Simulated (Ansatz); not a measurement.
Base system: SnSe2 in the rutile structure (space group P4_2/mnm, No. 136; a = 6.415 Å, c = 3.994 Å; a hypothetical phase, not in the database extracts checked).

One thing is altered: full substitution Se → Te, then cell and atoms are relaxed.

Levels (all Ansatz, an electronic-structure program, PAW, earlier PAW set): PBEsol (420 eV, no spin-orbit coupling); r2SCAN (500 eV, no spin-orbit coupling).

The geometry is relaxed with PBEsol.

| Item | Result |
|---|---|
| PBEsol pressure | 0.0 GPa |

Task: Predict the pressure from r2SCAN.

Result: The pressure goes from zero to 1.1 GPa.

Single points use the geometry relaxed with PBEsol. Their cutoffs differ, which shifts pressures a little. No phonon test of stability was made. As relaxed here, SnTe2 is a hypothetical phase, not in the database extracts checked. All final runs are without spin polarisation.
